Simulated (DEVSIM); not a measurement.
Structure: Schottky contact on p-type CdTe, at 400 K.

```tsv
layer (left to right)	material	thickness (μm)	Na (cm⁻³)	τn (s)	τp (s)
1	CdTe	1.30	9.8e16	1.4e-8	1.4e-8
2	CdTe	26.0	5.5e17	1.4e-8	1.4e-8
```

Left contact: Schottky, work function 4.92 eV, emission velocity 6.4e6 cm/s. Right contact: ohmic. Voltage is applied to the left contact. Recombination: SRH at mid-gap, radiative. Mobility is constant in doping.

The device is made up for the run: typed textbook-type constants, with dimensions and the other settings drawn at random. Values at 300 K; Nc and Nv go as T^1.5, mobilities as T to minus their exponent, the gap by Varshni's rule with the affinity fixed.

```
parameter            CdTe
----------------  -------
gap (eV)              1.5
affinity (eV)        4.28
permittivity         10.2
Nc (cm⁻³)            8e17
Nv (cm⁻³)          1.8e19
μn (cm²/Vs)          1000
μp (cm²/Vs)            80
T exponent of μn      1.7
T exponent of μp      1.5
B (cm³/s)           1e-10
Varshni α (eV/K)  0.00031
Varshni β (K)         108
```

Simulated with DEVSIM: 1D drift-diffusion, Boltzmann statistics, complete ionisation; no tunnelling, impact ionisation, image-force lowering or self-heating. Metal contacts follow the ideal Schottky-Mott rule: no Fermi-level pinning, no interface dipoles.

Tabulate band edges, carrier densities and field at zero bias.

Energies count from the Fermi level of the right contact; mesh points crowd at the junctions.

```
x (μm)   Ec (eV)  Ev (eV)  n (cm⁻³)  p (cm⁻³)  field (V/cm)
-------  -------  -------  --------  --------  ------------
0.000      0.640   -0.831    1.1e10     9.5e8        140000
0.03199    1.014   -0.457    210000    4.9e13         89000
0.1050     1.271   -0.199       120    8.5e16          3300
0.2601     1.276   -0.195       100    9.8e16           ≈ 0
0.7917     1.276   -0.195       100    9.8e16           ≈ 0
1.091      1.276   -0.195       100    9.8e16           ≈ 0
1.222      1.276   -0.194       100    9.8e16            96
1.290      1.293   -0.178     < 1e2    1.6e17         13000
1.315      1.334   -0.137     < 1e2    5.2e17          2900
1.368      1.336   -0.135     < 1e2    5.5e17           ≈ 0
1.493      1.336   -0.135     < 1e2    5.5e17           ≈ 0
1.928      1.336   -0.135     < 1e2    5.5e17           ≈ 0
2.811      1.336   -0.135     < 1e2    5.5e17           ≈ 0
4.886      1.336   -0.135     < 1e2    5.5e17           ≈ 0
12.57      1.336   -0.135     < 1e2    5.5e17           ≈ 0
20.54      1.336   -0.135     < 1e2    5.5e17           ≈ 0
24.44      1.336   -0.135     < 1e2    5.5e17           ≈ 0
26.10      1.336   -0.135     < 1e2    5.5e17           ≈ 0
26.93      1.336   -0.135     < 1e2    5.5e17           ≈ 0
27.16      1.336   -0.135     < 1e2    5.5e17           ≈ 0
27.25      1.336   -0.135     < 1e2    5.5e17           ≈ 0
27.30      1.336   -0.135     < 1e2    5.5e17           ≈ 0
```
